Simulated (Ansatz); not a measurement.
HfO2 (Pnma, No. 62, 12 atoms in the cell; start mp-741; a measured phase of this formula has another space group), treated with PBE0 in Ansatz (PAW).

Settings: plane-wave cutoff 460 eV, 4×6×4 k mesh (along the axes of the cell as run), Fermi–Dirac smearing 0.01 eV, scalar-relativistic PAW data made under PBE.

Cell (relaxed with PBEsol):

```
CELL_PARAMETERS angstrom
      5.52653     0.00000     0.00000
      0.00000     3.29380     0.00000
      0.00000     0.00000     6.45333
ATOMIC_POSITIONS crystal
  Hf 0.75314 0.25000 0.11125
  Hf 0.24686 0.75000 0.88875
  Hf 0.74686 0.75000 0.61125
  Hf 0.25314 0.25000 0.38875
  O  0.97647 0.75000 0.33948
  O  0.02353 0.25000 0.66052
  O  0.52353 0.25000 0.83948
  O  0.47647 0.75000 0.16052
  O  0.85966 0.75000 0.92541
  O  0.14034 0.25000 0.07459
  O  0.64034 0.25000 0.42541
  O  0.35966 0.75000 0.57459
```

Task: Give the computed band gap.

Result: 
- band gap = 5.68 eV (on the SCF k mesh)

Note: cell and atoms aren't relaxed at this level (largest force component 0.10 eV/Å, pressure 2.3 GPa).

Spin–orbit coupling is not included.

The computed numbers hold no vibrational or temperature effects.

A start named mp-… is a Materials Project structure, which need not be a measured phase.

Ansatz is an electronic-structure program.
